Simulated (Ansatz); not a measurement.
Start from PtS2 in the CdI2 type structure (space group P-3m1, No. 164; layered, stacked along the Cartesian z axis).

```yaml
crystal:
  lattice:
    - [3.55229, 0.00000, 0.00000]
    - [-1.77615, 3.07638, 0.00000]
    - [0.00000, 0.00000, 5.12797]
  atoms:
    - { symbol: Pt, position: [0.00000, 0.00000, 0.00000] }
    - { symbol: S, position: [0.33333, 0.66667, 0.23907] }
    - { symbol: S, position: [0.66667, 0.33333, 0.76093] }
```

Levels (all Ansatz, a first-principles code, PAW): r2SCAN+rVV10 (500 eV, no spin-orbit coupling); HSE06+SOC (420 eV, noncollinear with spin-orbit coupling).

The geometry is relaxed with r2SCAN+rVV10.

| Property | Result |
|---|---|
| r2SCAN+rVV10 valence-band top at Γ | 0.00, -1.07, -1.07 eV |
| r2SCAN+rVV10 band gap | 0.80 eV |

With HSE06+SOC at the same geometry, the valence-band top at Γ (three highest Kramers pairs, from the VBM) becomes 0.00, -1.04, -1.29 eV (r2SCAN+rVV10: 0.00, -1.07, -1.07 eV); the band gap increases by 0.51 eV to 1.31 eV.

Single points use the geometry relaxed with r2SCAN+rVV10. HSE06 was sampled on its mesh, a few special points and the semilocal edge points, so its gap is an upper bound. The spin-orbit shifts are approximate. Spin-orbit coupling, missing from the scalar runs, can matter with Pt. Stability against distortions was not tested.
